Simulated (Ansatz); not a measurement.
Structure of amorphous In$_{10}$Ga$_{10}$Zn$_{10}$O$_{40}$ (periodic cell):

```xyz
70
Lattice="9.1848 0.0402 -0.2329 0.0402 9.4894 -0.1962 -0.2329 -0.1962 10.3056" Properties=species:S:1:pos:R:3 pbc="T T T"
In     3.6535     7.2108     8.8733
In     6.9277     9.1401     3.0641
In     1.6752     3.0434     5.1949
In     6.5158     7.0581     6.4990
In     3.6192     1.5039     0.0967
In     0.2075     4.3382     0.7180
In     6.3001     8.9183     9.5375
In     9.1336     8.1023     0.9097
In     4.3344     1.9091     3.1957
In     2.1995     4.4082     8.2696
Ga     8.0120     3.5925     7.5264
Ga     8.9022     0.4757     6.3095
Ga     6.7613     5.6193     9.9498
Ga     7.7318     2.6628     4.2285
Ga     0.7557     1.4195     2.3849
Ga     2.8401     0.8487     7.3852
Ga     0.0733     1.1402     9.4718
Ga     1.6632     6.3988     3.0863
Ga     3.6530     4.9080     1.2464
Ga     5.2173     4.0449     5.4512
Zn     4.6256     6.4512     4.1344
Zn     5.2965     2.9379     8.5709
Zn     7.2652     5.7562     3.1009
Zn    -0.0854     5.3973     5.6736
Zn     5.9602     0.9893     6.4482
Zn     1.8707     7.2503     6.3592
Zn     3.8077     8.1739     1.7296
Zn    -0.1092     7.1688     8.4325
Zn     6.4904     2.9168     1.1157
Zn     3.6363     8.8984     4.8643
O      8.7171     3.4418     5.7449
O      0.2952     2.7311     3.6072
O      1.9034     7.5838     1.6785
O      3.7001     3.4552     4.4491
O      9.0721     9.4512     2.5295
O      6.3199     8.9346     7.3411
O      6.0700     2.9825     6.7151
O      6.5372     7.3038     4.2486
O      9.1480     2.2222     0.5955
O      3.4150     2.5264     8.3115
O      1.8862     4.7999     1.9426
O      1.8322     0.6288     9.1241
O      8.8333     6.3451    -0.3141
O      6.5359     1.8356     2.8133
O      8.5410     8.9129     9.3821
O      2.6884     7.2079     4.5010
O      4.8690     5.7907     5.9854
O      1.7637     6.5416     8.2874
O      4.4144     3.1913     1.3542
O      5.8166     6.8198     8.9001
O      0.0199     6.0052     3.8372
O      4.3332     8.9034    -0.0371
O      6.8646     3.9646     9.0510
O      1.8635     4.8428     6.2174
O      7.3051     4.7905     1.3004
O      8.0467     5.7211     7.0701
O      3.3551     8.4649     7.0776
O      7.5181     0.8752     5.0672
O      0.0471     8.1257     6.6112
O      8.2568     1.5723     7.7346
O      6.5774     4.1916     4.1515
O      0.4405     3.5834     9.0044
O      4.0921     1.0776     5.8226
O      3.6158     5.1280     9.7330
O      1.4304     1.1536     6.1376
O      2.5784     1.2562     2.0363
O      4.4136     6.2686     2.2411
O      5.6032     1.4584     9.9675
O      6.9970     8.1042     1.1652
O      4.6882     9.2651     3.1530
```

Level of theory: PBE, scalar-relativistic without spin-orbit coupling (plane waves to 420 eV, PAW; Ansatz, an electronic-structure program).

A CHGNet melt-quench gave the starting glass, which DFT then relaxed. O atoms were pushed apart under 1.9 Å during the dynamics, to hinder bonds among them. The hot cell started wider than the set density and was brought back towards it in steps. It is the lowest in DFT energy of 2 quenches. It is a model cell: composition and starting density were chosen by hand, and all elements were melted together. No dispersion term was used. Its density started from a set value of 6.09 and ended at 5.81 g/cm³. The simulated quench (nominally 84 K/ps over its main leg) is rapid and tends to freeze in more defects than a deposited or slowly cooled glass has. One small periodic cell is one sample of the glass; other quenches scatter about these values. Volume and shape were free in the relaxation.

Bonds are counted up to In-In 3.12 Å, In-Ga 2.90 Å, In-Zn 2.90 Å, In-O 2.60 Å, Ga-Ga 2.68 Å, Ga-Zn 2.68 Å, Ga-O 2.34 Å, Zn-Zn 2.68 Å, Zn-O 2.52 Å, O-O 1.58 Å. Two cations that share two anions don't count as bonded, nor two that share one unless they lie closer than In-In 3.04 Å, In-Ga 2.82 Å, In-Zn 2.82 Å, Ga-Ga 2.61 Å, Ga-Zn 2.61 Å, Zn-Zn 2.61 Å.

**Question.** Give the coordination numbers, mean bond lengths and angles.

**Answer.** 
The mean coordination of In by anions is 5.30 (7 with 5, 3 with 6). The mean coordination of Ga by anions is 4.40 (7 with 4, 2 with 5, 1 with 6). The mean coordination of Zn by anions is 4.20 (8 with 4, 2 with 5), the mean coordination of O is 3.48 (21 with 3, 19 with 4) and the mean In-O bond is 2.194 Å (spread 0.085 Å, 53 counted). The mean Ga-O bond comes out as 1.929 Å (spread 0.080 Å, 44 counted). The mean Zn-O bond comes out as 2.040 Å (spread 0.092 Å, 42 counted). The bond angle at In is mean 104.7°, spread 26.3°, the bond angle at Ga is mean 107.9°, spread 21.2° and the bond angle at Zn is mean 108.5°, spread 22.7°. The bond angle at O is mean 110.5°, spread 14.5°.

**Question.** List the pairs of like atoms that count as bonded by the rules above.

**Answer.** There are none by these rules.

**Question.** What Bader charges do the atoms carry, from a run on the zone centre alone?

**Answer.** Means (range): In +1.81 e (+1.78 to +1.86), Ga +1.83 e (+1.80 to +1.89), Zn +1.24 e (+1.20 to +1.27), O -1.22 e (-1.26 to -1.18).
```csv
atom,charge (e)
In1,+1.82
In2,+1.86
In3,+1.81
In4,+1.79
In5,+1.81
In6,+1.83
In7,+1.84
In8,+1.78
In9,+1.79
In10,+1.79
Ga11,+1.89
Ga12,+1.84
Ga13,+1.82
Ga14,+1.86
Ga15,+1.82
Ga16,+1.82
Ga17,+1.84
Ga18,+1.81
Ga19,+1.82
Ga20,+1.80
Zn21,+1.20
Zn22,+1.24
Zn23,+1.26
Zn24,+1.20
Zn25,+1.23
Zn26,+1.24
Zn27,+1.26
Zn28,+1.27
Zn29,+1.26
Zn30,+1.20
O31,-1.25
O32,-1.23
O33,-1.22
O34,-1.18
O35,-1.21
O36,-1.18
O37,-1.24
O38,-1.20
O39,-1.24
O40,-1.22
O41,-1.22
O42,-1.22
O43,-1.22
O44,-1.22
O45,-1.24
O46,-1.21
O47,-1.19
O48,-1.20
O49,-1.23
O50,-1.21
O51,-1.23
O52,-1.22
O53,-1.24
O54,-1.18
O55,-1.19
O56,-1.20
O57,-1.22
O58,-1.24
O59,-1.22
O60,-1.24
O61,-1.26
O62,-1.23
O63,-1.20
O64,-1.24
O65,-1.25
O66,-1.24
O67,-1.23
O68,-1.20
O69,-1.21
O70,-1.20
```
